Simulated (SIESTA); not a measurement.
A self-consistent single point of MoWSe4 (P-3m1, 12 atoms in the cell) with SIESTA.

Method: GGA PBEsol, numerical atomic orbitals DZP, PseudoDojo PBEsol standard norm-conserving potentials (rewritten from UPF to PSML) in SIESTA.

```
CELL_PARAMETERS angstrom
      3.32326     0.00000     0.00000
     -1.66163     2.87803     0.00000
      0.00000     0.00000    37.84523
ATOMIC_POSITIONS crystal
  Mo 0.33333 0.66667 0.09393
  Mo 0.66667 0.33333 0.90607
  W  0.33333 0.66667 0.71819
  W  0.66667 0.33333 0.28181
  Se 0.33333 0.66667 0.95036
  Se 0.66667 0.33333 0.04964
  Se 0.33333 0.66667 0.32630
  Se 0.66667 0.33333 0.67370
  Se 0.66667 0.33333 0.76270
  Se 0.33333 0.66667 0.23730
  Se 0.66667 0.33333 0.13821
  Se 0.33333 0.66667 0.86179
```

Reference input (self-consistent single point, DFT, GGA PBEsol, numerical atomic orbitals DZP, PseudoDojo PBEsol standard norm-conserving potentials (rewritten from UPF to PSML)): XC.functional = GGA; XC.authors = PBEsol; potentials = PseudoDojo PBEsol standard; PAO.BasisSize = DZP; PAO.EnergyShift = 0.01 Ry; MeshCutoff = 400 Ry; kgrid.MonkhorstPack = 11 11 1; OccupationFunction = FD; ElectronicTemperature = 10 K; MaxSCFIterations = 150; SCF.Mixer.Method = Broyden; SCF.Mixer.Weight = 0.2. This run's input differs from it in these lines:

```diff
@@ -39,5 +39,5 @@
 %block kgrid.MonkhorstPack
-   11   0   0  0.0
-    0  11   0  0.0
-    0   0   1  0.0
+   18   0   0  0.0
+    0  18   0  0.0
+    0   0   2  0.0
 %endblock kgrid.MonkhorstPack
```

Output, abridged:

```
        iscf     Eharris(eV)        E_KS(eV)     FreeEng(eV)     dDmax    Ef(eV) dHmax(eV)
   scf:    1   -34177.969177   -34264.643771   -34264.643771  1.559735 -2.145154 24.554865
   scf:    2   -34290.217344   -34303.402496   -34303.402496  0.565751 -3.908718  5.746065
   scf:    3   -34306.190273   -34306.097324   -34306.097324  0.169884 -3.771804  2.290023
   scf:    4   -34306.693411   -34306.436719   -34306.436719  0.043682 -3.037563  1.247992
   scf:    5   -34306.786382   -34306.666048   -34306.666048  0.085858 -3.628159  1.036603
   [... 5 lines left out ...]
   scf:   11   -34306.697029   -34306.696996   -34306.696996  0.000579 -3.708219  0.008909
   scf:   12   -34306.697008   -34306.697002   -34306.697002  0.000279 -3.706978  0.003981
   scf:   13   -34306.697005   -34306.697004   -34306.697004  0.000154 -3.706061  0.002067
   scf:   14   -34306.697005   -34306.697004   -34306.697004  0.000069 -3.705897  0.000989
SCF Convergence by DM+H criterion
max |DM_out - DM_in|         :     0.0000692712
max |H_out - H_in|      (eV) :     0.0009892498
SCF cycle converged after 14 iterations

Using DM_out to compute the final energy and forces

siesta: E_KS(eV) =           -34306.6970

siesta: E_KS - E_eggbox =    -34306.6970

siesta: Atomic forces (eV/Ang):
     1    0.000179   -0.000102   -0.002891
     2   -0.000179    0.000102    0.002891
     3    0.000177   -0.000101    0.032115
     4   -0.000177    0.000101   -0.032115
     5    0.000091   -0.000052    0.362557
     6   -0.000091    0.000052   -0.362557
     7    0.000091   -0.000051    0.245089
     8   -0.000091    0.000052   -0.245089
     9   -0.000090    0.000052    0.455253
    10    0.000090   -0.000052   -0.455253
    11   -0.000092    0.000052    0.384954
   [... lines left out ...]
siesta: FreeEng =    -34306.697004
   [... lines left out ...]
siesta:     0.010026    0.000186    0.000000
siesta:     0.000186    0.010240   -0.000000
siesta:     0.000000   -0.000000    0.000981

siesta: Cell volume =        361.968255 Ang**3

siesta: Pressure (static):
siesta:                Solid            Molecule  Units
siesta:          -0.00007714         -0.00016003  Ry/Bohr**3
siesta:          -0.00708248         -0.01469340  eV/Ang**3
siesta:         -11.34738563        -23.54142568  kBar
```

The run converged in 14 iterations. Against the reference run the free energy stays essentially unchanged (within 1 meV/atom), the pressure stays at -1.13 GPa, the largest force stays at 0.455 eV/Å and the gap on the mesh goes from 1.350 to 1.227 eV.

The starting cell comes from a database of computed structures (which also holds hypothetical and non-ambient phases and stackings), without a prior relaxation at this level. Spin-orbit coupling is off. Values carry the incompleteness of an atom-centred basis.

Cost on one core of a shared machine: roughly 3 min.
